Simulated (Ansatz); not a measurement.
We consider Ca3WO6 (P2₁/c, No. 14), described by r²SCAN (plane waves, PAW; Ansatz, a quantum-chemistry and plane-wave program).

Settings: plane-wave cutoff 500 eV, 8×8×6 k mesh (along the axes of the cell as run), Fermi–Dirac smearing 0.05 eV, no spin polarisation, scalar-relativistic PAW data made under PBE.

Cell (relaxed at this level):

```cif
data_Ca6O12W2
_chemical_formula_sum 'Ca6 W2 O12'
_space_group_name_H-M_alt 'P 1'
_space_group_IT_number 1
_cell_length_a 5.52589
_cell_length_b 5.81411
_cell_length_c 9.69216
_cell_angle_alpha 90.000
_cell_angle_beta 124.467
_cell_angle_gamma 90.000
loop_
_space_group_symop_operation_xyz
  'x, y, z'
loop_
_atom_site_label
_atom_site_type_symbol
_atom_site_fract_x
_atom_site_fract_y
_atom_site_fract_z
_atom_site_occupancy
Ca1 Ca 0.50000 0.50000 0.50000 1
Ca2 Ca 0.50000 0.00000 0.00000 1
Ca3 Ca 0.72631 0.94139 0.74307 1
Ca4 Ca 0.27369 0.05861 0.25693 1
Ca5 Ca 0.27369 0.44139 0.75693 1
Ca6 Ca 0.72631 0.55861 0.24307 1
W1 W 0.00000 0.50000 0.00000 1
W2 W 0.00000 0.00000 0.50000 1
O1 O 0.10862 0.44528 0.22460 1
O2 O 0.89138 0.55472 0.77540 1
O3 O 0.89138 0.94528 0.27540 1
O4 O 0.10862 0.05472 0.72460 1
O5 O 0.76041 0.22532 0.92767 1
O6 O 0.23959 0.77468 0.07233 1
O7 O 0.23959 0.72532 0.57233 1
O8 O 0.76041 0.27468 0.42767 1
O9 O 0.33405 0.17569 0.55043 1
O10 O 0.66595 0.82431 0.44957 1
O11 O 0.66595 0.67569 0.94957 1
O12 O 0.33405 0.32431 0.05043 1
```

Problem. Predict the band gap.

Solution. 
band gap: 3.63 eV (on the SCF k mesh)

Note: the relaxation could not lower the start's symmetry, so the cell can be a saddle point above a distorted one.

Spin–orbit coupling is not included.

Static lattice: no zero-point or thermal effects.

Computing time: around 80 core-minutes (rough).
